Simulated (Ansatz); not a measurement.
hcp Tm was calculated with LDA (Ansatz, a quantum-chemistry and plane-wave program, plane waves, PAW).

Settings: plane-wave cutoff 520 eV, 18×18×10 k mesh (along the axes of the cell as run), Fermi–Dirac smearing 0.05 eV, spin-polarised with parallel moments, scalar-relativistic PAW data made under PBE.

Results at a series of volumes:

| V (Å³/atom) | E − E_lowest (meV/atom) | P (GPa) |
|---|---|---|
| 27.355 | 3.98 | 1.153 |
| 27.925 | 0.97 | 0.551 |
| 28.495 | 0.00 | 0.005 |
| 29.064 | 0.88 | -0.490 |
| 29.634 | 3.43 | -0.938 |

Problem. Estimate the bulk modulus from the pressures at 27.925 and 29.064 Å³/atom, and compare it with a fit to all energies.

Solution. B = −V dP/dV. Between V = 27.925 and 29.064 Å³/atom, dP/dV = (-0.490 − (0.551))/(29.064 − 27.925) = -0.914 GPa per Å³/atom; at the midpoint 28.495 Å³/atom this gives B ≈ 26.0 GPa. The third-order Birch–Murnaghan fit gives V0 = 28.500 Å³/atom, B0 = 25.9 GPa, B′ = 3.9, which lies within 1 % of that estimate.

Shape and atoms are relaxed at each volume.

Measured, for comparison: bulk modulus 44.5 GPa (room temperature, not corrected to a static lattice; as tabulated in Wikipedia's data pages); equilibrium volume per atom 30.1 Å³/atom (room temperature, not corrected to a static lattice; as tabulated in Söderlind et al. (2014), doi:10.1088/0953-8984/26/41/416001). Computed (rounded) less measured: bulk modulus -42 %, equilibrium volume per atom -5.3 %.

Note: the 4f shell is treated without U or exact exchange, so its levels and filling can be wrong; the collinear magnetic order is the start's and need not be the measured one; the bulk modulus comes from volumes at which shape and atoms were relaxed.

Spin–orbit coupling is not included.

The computed numbers hold no vibrational or temperature effects.

Cost on a shared machine: very roughly 30 core-minutes.
